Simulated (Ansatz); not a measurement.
Base system: AlN in the zinc blende structure (space group F-43m, No. 216).

```
AlN
1.0
    0.00000     2.18491     2.18491
    2.18491     0.00000     2.18491
    2.18491     2.18491     0.00000
N Al
1 1
Cartesian
  3.27737   3.27737   3.27737
  0.00000   0.00000   0.00000
```

The values are results of Ansatz (an electronic-structure program) r2SCAN, without spin-orbit coupling, not measurements.

For the base:

| Item | Result |
|---|---|
| Smallest direct gap | 4.84 eV |
| Shortest interatomic distance | 1.892 Å |
| Density | 3.26 g/cm³ |

The change: cell and atoms relaxed at a pressure of 1.5 GPa.

Task: What happens to the smallest direct gap?

Result: The smallest direct gap increases by 0.07 eV, from 4.84 eV to 4.91 eV.

Task: What happens to the shortest interatomic distance?

Result: The shortest interatomic distance falls by 0.004 Å, from 1.892 Å to 1.888 Å.

Task: How does this affect the density?

Result: The density goes up by 0.023 g/cm³ to 3.29 g/cm³.

Load acts through the strain it causes; cell and atoms are relaxed under it. Whether these cells are dynamically stable was not tested. This is not the structure that AlN has at room temperature and ambient pressure.
